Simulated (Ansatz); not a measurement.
Base system: SrO in the rock salt structure (space group Fm-3m, No. 225; a = 5.195 Å).

(Cell as relaxed with PBE.)

Levels (all Ansatz, a quantum-chemistry and plane-wave program, PAW): PBE (420 eV, no spin-orbit coupling); r2SCAN (500 eV, scalar-relativistic without spin-orbit coupling).

Each level relaxes its own structure.

```tsv
quantity	PBE	r2SCAN
volume per atom	17.53 Å³	(withheld)
lattice parameter a	5.195 Å	(withheld)
band gap	3.33 eV	(withheld)
gap character	indirect, Γ → X	(withheld)
electron mass	1.2 mₑ along k, 0.41 mₑ across	(withheld)
```

Q: Predict the r2SCAN column.

A: 
- volume per atom, r2SCAN: 17.17 Å³
- lattice parameter a, r2SCAN: 5.160 Å
- band gap, r2SCAN: 3.80 eV
- gap character, r2SCAN: indirect, Γ → X
- electron mass, r2SCAN: 1.2 mₑ along k, 0.40 mₑ across

PBE's volume per atom lies 0.353 Å³ above r2SCAN's (2.1 %); PBE's lattice parameter a lies 0.035 Å above r2SCAN's (0.7 %); PBE's band gap lies 0.47 eV below r2SCAN's; the two agree on the gap character. Neither level is exact; r2SCAN is the comparison here, not a measurement.

Masses are band curvatures over ±0.01 Å⁻¹ around the edge. Along k means along the line from Γ to the band edge. No phonon test of stability was made.
